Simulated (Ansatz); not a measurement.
# BAs: energy against strain

BAs (zinc blende, F-43m, 13.246 Å³/atom at rest) under an equal strain ε in the (001) plane with the normal axis free, as in a coherent film. LDA in Ansatz, a plane-wave DFT program (PAW, default set), 420 eV, 12×12×12 Γ-centred mesh, Fermi-Dirac smearing 0.05 eV; ions are relaxed within the symmetry of each cell.

Here s stands for strain and y for E less E0.

```
strain (%)  E less E0 (meV/atom)
----------  --------------------
-3.00                          ?
-1.50                       6.26
-1.00                       2.75
-0.50                       0.68
0.00                        0.00
0.50                        0.67
1.00                        2.64
1.50                        5.87
```

Using a parabola, estimate the missing y at s = -3.00 from the other rows, showing the fit.

Least squares gives y = 0.000 - 0.1000·s + 2.6952·s². Residuals (row less fit): 0.046, -0.045, -0.044, 0.000, 0.046, 0.045, -0.044; standard error 0.055 (degrees of freedom: 4). Twice the quadratic coefficient over the volume, 2 × 2.6952 meV × 10⁴ × 0.1602 / 13.246 Å³, is twice the biaxial elastic modulus of this plane = 652 ± 6 GPa. At the withheld row, y = 0.000 - 0.1000 × (-3.0) + 2.6952 × (-3.0)² = 24.557 meV/atom. The calculation gives 25.89 meV/atom, 1.333 meV/atom above the prediction (5.1 % of the range of y in the table). The row lies outside the fitted rows, so this is an extrapolation. From the scatter of the fitted rows alone, a prediction at this place has a standard error of 0.211 meV/atom, so the miss is 6.3 times that.

One order more, fitted to all 13 runs of the series, follows each within 0.01, so the miss is the next term of a smooth law. Rows are the converged runs of the series near zero and its far end; series whose fitted rows scatter by over a few per cent of the range, as at a crossing or softening among them, aren't shown in this form. Most that stay on the fit to the last digits aren't either.
